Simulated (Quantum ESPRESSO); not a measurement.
Input and output of a self-consistent single point for NbRu3 (P4mm, 4 atoms in the cell) (Quantum ESPRESSO).

Method of the run: LDA (PZ), GBRV 1.5 ultrasoft (LDA) pseudopotentials (plane waves; Quantum ESPRESSO).

```xyz
4
Lattice="3.8657 0.0000 0.0000 0.0000 3.8657 0.0000 0.0000 0.0000 3.8657" Properties=species:S:1:pos:R:3 pbc="T T T"
Nb     0.0000     0.0000     0.0500
Ru     0.0000     1.9328     1.9328
Ru     1.9328     0.0000     1.9328
Ru     1.9328     1.9328     0.0000
```

Reference input (self-consistent single point, DFT, LDA (PZ), plane waves, GBRV 1.5 ultrasoft (LDA) pseudopotentials): ecutwfc = 40 Ry; ecutrho = 320 Ry; occupations = smearing; smearing = gaussian; degauss = 0.0073499 Ry; potentials = {Nb: nb_lda_v1.uspp.F.UPF, Ru: ru_lda_v1.2.uspp.F.UPF}; K_POINTS = automatic 4 4 4 0 0 0; conv_thr = 1e-10 Ry. This run's input differs from it in these lines:

```diff
@@ -19,2 +19,3 @@
     degauss = 0.0073499,
+    nbnd = 31,
 /
```

Output, abridged:

```
     Self-consistent Calculation

     iteration #  1     ecut=    40.00 Ry     beta= 0.70

---- Real-time Memory Report at c_bands before calling an iterative solver
           167 MiB given to the printing process from OS
            43 MiB allocation reported by mallinfo(arena+hblkhd)
------------------

     negative rho (up, down):  2.098E-01 0.000E+00

     total energy              =    -700.37240233 Ry
     estimated scf accuracy    <       2.94361889 Ry

     iteration #  2     ecut=    40.00 Ry     beta= 0.70

---- Real-time Memory Report at c_bands before calling an iterative solver
   [... lines left out ...]
------------------

     negative rho (up, down):  2.103E-01 0.000E+00

     total energy              =    -701.42984042 Ry
     estimated scf accuracy    <       0.00349817 Ry

     iteration #100     ecut=    40.00 Ry     beta= 0.70

---- Real-time Memory Report at c_bands before calling an iterative solver
           192 MiB given to the printing process from OS
            57 MiB allocation reported by mallinfo(arena+hblkhd)
------------------

     negative rho (up, down):  2.103E-01 0.000E+00

     total energy              =    -701.42987368 Ry
     estimated scf accuracy    <       0.00159542 Ry
     End of self-consistent calculation

     convergence NOT achieved after 100 iterations: stopping

   JOB DONE.
```

The run ended unconverged after 100 iterations.  The full log also holds: “c_bands:  1 eigenvalues not converged”. The full log also holds: “c_bands:  2 eigenvalues not converged”.

The starting cell comes from a database of computed structures (which also holds hypothetical and non-ambient phases and stackings), without a prior relaxation at this level. Its lattice was rescaled by up to half a per cent. One atom was moved a little off its site on purpose.

Cost on one core of a shared machine: roughly 3 min.
